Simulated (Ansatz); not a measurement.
```
CELL_PARAMETERS angstrom
     14.00000     0.00000     0.00000
      0.00000    14.00000     0.00000
      0.00000     0.00000     5.40906
ATOMIC_POSITIONS crystal
  Ti 0.50000 0.50000 0.00000
  Ti 0.50000 0.50000 0.50000
  O  0.58953 0.50000 0.25000
  O  0.41047 0.50000 0.25000
  O  0.50000 0.58953 0.75000
  O  0.50000 0.41047 0.75000
```

Levels: PBE+D3(BJ) (plane waves to 420 eV, PAW; Ansatz, a program for electronic structure); r2SCAN (plane waves to 500 eV, PAW; Ansatz); Ansatz with HSE06. Unmarked values and the geometry are of the first. Mesh 1×1×60. No spin polarisation, so a magnetic state wasn't tested. It repeats along c; a and b span vacuum. A model structure. Symmetry and one short period hold its shape; lower forms weren't sought. Pairing along the axis, which can open a gap, is among the distortions not tried. HSE06 ran on a 1×1×4 mesh and at PBE's edge points. Buckling under compression is shut out by symmetry and the short period.

Say what this body is, and give its properties.

TiO2 chain of edge-sharing tetrahedra. A hypothetical model.
largest distance between nuclei across the axis: 2.51 Å
PBE gap: 3.37 eV, direct at Γ
electron mass along the axis (PBE): 0.89 mₑ
hole mass along the axis (PBE): 0.85 mₑ
valence and conduction edges under the vacuum level (PBE): 7.98 and 4.61 eV
r2SCAN gap at this geometry: 3.76 eV
HSE06 gap at this geometry: 4.95 eV
axial stiffness dF/dε: 71 nN
